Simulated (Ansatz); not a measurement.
## Response to strain in LiNbO3

Start from LiNbO₃ (space group R3c, No. 161).

```yaml
crystal:
  lattice:
    - [2.56874, 1.48306, 4.62825]
    - [-2.56874, 1.48306, 4.62825]
    - [0.00000, -2.96613, 4.62825]
  atoms:
    - { symbol: Li, position: [0.70218, 0.70218, 0.70218] }
    - { symbol: Li, position: [0.20218, 0.20218, 0.20218] }
    - { symbol: Nb, position: [0.98418, 0.98418, 0.98418] }
    - { symbol: Nb, position: [0.48418, 0.48418, 0.48418] }
    - { symbol: O, position: [0.62231, 0.87636, 0.26469] }
    - { symbol: O, position: [0.87636, 0.26469, 0.62231] }
    - { symbol: O, position: [0.26469, 0.62231, 0.87636] }
    - { symbol: O, position: [0.76469, 0.37636, 0.12231] }
    - { symbol: O, position: [0.37636, 0.12231, 0.76469] }
    - { symbol: O, position: [0.12231, 0.76469, 0.37636] }
```

Cartesian axes are those of the cell as printed.

Strains are applied to the cell and any free atomic positions relax.

Method: DFT with r2SCAN, PAW potentials and a 500 eV plane-wave cutoff in Ansatz (a first-principles code), no spin-orbit coupling.

Candidates:
(a) isotropic strain −3.45 %
(b) strain tensor (xx, yy, zz, yz, xz, xy) = (−0.31, −1.65, +0.44, +0.68, −0.19, +1.85) %
(c) isotropic strain +3.08 %

Notes on the quantities. energy relative to the base: free energy F.

**Question.** Order them by energy relative to the base, lowest first.

**Answer.** (b) strain tensor (xx, yy, zz, yz, xz, xy) = (−0.31, −1.65, +0.44, +0.68, −0.19, +1.85) % (+5.9 meV/atom), (c) isotropic strain +3.08 % (+28 meV/atom), (a) isotropic strain −3.45 % (+47 meV/atom)

Stability against distortions was not tested.
